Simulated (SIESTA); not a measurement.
SIESTA run on W (Im-3m, 1 atom in the cell): self-consistent single point.

Level of theory: GGA PBE, numerical atomic orbitals DZP, PseudoDojo PBE standard norm-conserving potentials (rewritten from UPF to PSML) (SIESTA).

```
CELL_PARAMETERS angstrom
     -1.57210     1.57210     1.57210
      1.57210    -1.57210     1.57210
      1.57210     1.57210    -1.57210
ATOMIC_POSITIONS crystal
  W  0.00000 0.00000 0.00000
```

Reference input (self-consistent single point, DFT, GGA PBE, numerical atomic orbitals DZP, PseudoDojo PBE standard norm-conserving potentials (rewritten from UPF to PSML)): XC.functional = GGA; XC.authors = PBE; potentials = PseudoDojo PBE standard; PAO.BasisSize = DZP; PAO.EnergyShift = 0.005 Ry; MeshCutoff = 350 Ry; kgrid.MonkhorstPack = 7 7 7; OccupationFunction = FD; ElectronicTemperature = 0.1 eV; MaxSCFIterations = 150; SCF.Mixer.Method = Pulay; SCF.Mixer.Weight = 0.2. This run's input differs from it in these lines:

```diff
@@ -26,8 +26,8 @@
 %block kgrid.MonkhorstPack
-    7   0   0  0.0
-    0   7   0  0.0
-    0   0   7  0.0
+   29   0   0  0.0
+    0  29   0  0.0
+    0   0  29  0.0
 %endblock kgrid.MonkhorstPack
 OccupationFunction           FD
-ElectronicTemperature        0.1 eV
+ElectronicTemperature        0.3 eV
```

Output, abridged:

```
        iscf     Eharris(eV)        E_KS(eV)     FreeEng(eV)     dDmax    Ef(eV) dHmax(eV)
   scf:    1    -2055.424287    -2063.066634    -2063.193670  1.360363 -3.222258  4.183073
   scf:    2    -2063.435772    -2063.257799    -2063.391579  0.134556 -3.453614  2.890133
   scf:    3    -2063.515368    -2063.420295    -2063.570751  0.266904 -3.979067  0.015997
   scf:    4    -2063.421626    -2063.420984    -2063.570814  0.006462 -3.973598  0.041536
   scf:    5    -2063.420950    -2063.420969    -2063.570836  0.001824 -3.982841  0.006514
   scf:    6    -2063.420916    -2063.420943    -2063.570837  0.000481 -3.984987  0.000207
mix: Pulay -- inversion failed, > SVD [rank/size] 3 / 5
   scf:    7    -2063.420945    -2063.420944    -2063.570837  0.000013 -3.984965  0.000091
   scf:    8    -2063.420945    -2063.420945    -2063.570837  0.000007 -3.984936  0.000001
SCF Convergence by DM+H criterion
max |DM_out - DM_in|         :     0.0000067205
max |H_out - H_in|      (eV) :     0.0000006283
SCF cycle converged after 8 iterations

Using DM_out to compute the final energy and forces

siesta: E_KS(eV) =            -2063.4209

siesta: E_KS - E_eggbox =     -2063.4209

siesta: Atomic forces (eV/Ang):
     1    0.000000    0.000000    0.000000
   Tot    0.000000    0.000000    0.000000
   Max    0.000000
   Res    0.000000    sqrt( Sum f_i^2 / 3N )
   Max    0.000000    constrained

Stress tensor Voigt[x,y,z,yz,xz,xy] (kbar):     -155.01     -155.01     -155.01        0.04        0.04        0.04
(Free)E + p*V (eV/cell)    -2062.0672
Target enthalpy (eV/cell)    -2063.5708

siesta: Program's energy decomposition (eV):
siesta: FreeEng =     -2063.570837

siesta: Stress tensor (static) (eV/Ang**3):
siesta:    -0.096747    0.000027    0.000027
siesta:     0.000027   -0.096747    0.000027
siesta:     0.000027    0.000027   -0.096747

siesta: Cell volume =         15.541771 Ang**3

siesta: Pressure (static):
siesta:                Solid            Molecule  Units
siesta:           0.00105370          0.00105370  Ry/Bohr**3
siesta:           0.09674661          0.09674661  eV/Ang**3
siesta:         155.00515776        155.00515776  kBar
```

The run converged in 8 iterations. Against the reference run the free energy falls by 124 meV/atom and the pressure goes from 15.68 to 15.50 GPa.

The starting cell has typed, rounded lattice constants, without a prior relaxation at this level. Its lattice was rescaled by up to half a per cent. Spin polarisation is off. Values carry the incompleteness of an atom-centred basis. With a pressure of about 16 GPa the cell is away from its equilibrium volume at this level.

Cost on one core of a shared machine: roughly 5 min.
